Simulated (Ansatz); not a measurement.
Response to strain in BN

The reference is BN in the wurtzite structure (space group P6_3mc, No. 186; a = 2.555 Å, c = 4.225 Å). Axes: x lies along a and z along c of the hexagonal cell.

Strains are applied to the cell and any free atomic positions relax.

Level of theory: DFT with PBE, PAW potentials and a 420 eV plane-wave cutoff in Ansatz (an electronic-structure program), scalar-relativistic without spin-orbit coupling.

Notes on the quantities. energy relative to the base: free energy F.

```csv
uniaxial strain ε_zz (%),energy relative to the base (meV/atom)
0,0.0
0.6,0.7
1.2,2.6
1.8,5.8
2.4,?
3,15.6
```

**Question.** Fit ΔE = Aε² + Bε³ (ε in %) to the rows shown and predict the withheld row.

**Answer.** Least squares on the printed values gives A = 1.87 and B = -0.047 meV/atom (largest residual 0.0 meV/atom); this predicts 10.1 meV/atom, and the run gives 10.2 meV/atom, in agreement.

Stability against distortions was not tested.
